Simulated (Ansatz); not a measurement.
The parent structure is InSb (space group P3_121, No. 152; a = 4.587 Å, c = 10.023 Å; a hypothetical phase, not in the database extracts checked).

Levels (all Ansatz, a program for electronic structure, PAW): PBEsol (420 eV, without spin-orbit coupling); r2SCAN (500 eV, no spin-orbit coupling).

The geometry is relaxed with PBEsol.

```
Property           Value
---------------  -------
PBEsol pressure  0.0 GPa
```

Task: Predict the pressure from r2SCAN.

Result: The pressure goes from zero to 1.3 GPa.

Single points use the geometry relaxed with PBEsol. Their cutoffs differ, which shifts pressures a little. No phonon test of stability was made. The final runs are not spin-polarised.
